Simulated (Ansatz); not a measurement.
Base system: PtSe2 in the CdI2 type structure (space group P-3m1, No. 164; a = 3.7724 Å, c = 4.8183 Å; layered).

(Cell as relaxed with PBE-D3(BJ).)

Levels (all Ansatz, a program for electronic structure, PAW): PBE-D3(BJ) (420 eV, scalar-relativistic without spin-orbit coupling); PBEsol-D3(BJ) (420 eV, no spin-orbit coupling).

Each level relaxes its own structure.

| quantity | PBE-D3(BJ) | PBEsol-D3(BJ) |
|---|---|---|
| volume per atom | 19.79 Å³ | [?] |
| lattice parameter a | 3.772 Å | [?] |
| lattice parameter c | 4.818 Å | [?] |
| band gap | zero | [?] |

What does PBEsol-D3(BJ) give?


- volume per atom, PBEsol-D3(BJ): 18.68 Å³
- lattice parameter a, PBEsol-D3(BJ): 3.739 Å
- lattice parameter c, PBEsol-D3(BJ): 4.630 Å
- band gap, PBEsol-D3(BJ): zero

PBE-D3(BJ)'s volume per atom lies 1.11 Å³ above PBEsol-D3(BJ)'s (5.9 %); PBE-D3(BJ)'s lattice parameter a lies 0.033 Å above PBEsol-D3(BJ)'s (0.9 %); PBE-D3(BJ)'s lattice parameter c lies 0.1888 Å above PBEsol-D3(BJ)'s (4.1 %); the two agree on the band gap. Neither level is exact; PBEsol-D3(BJ) is the comparison here, not a measurement.

Whether these cells are dynamically stable was not tested. The final runs are not spin-polarised. The zero or small gap of PtSe2 can change with the level of theory.
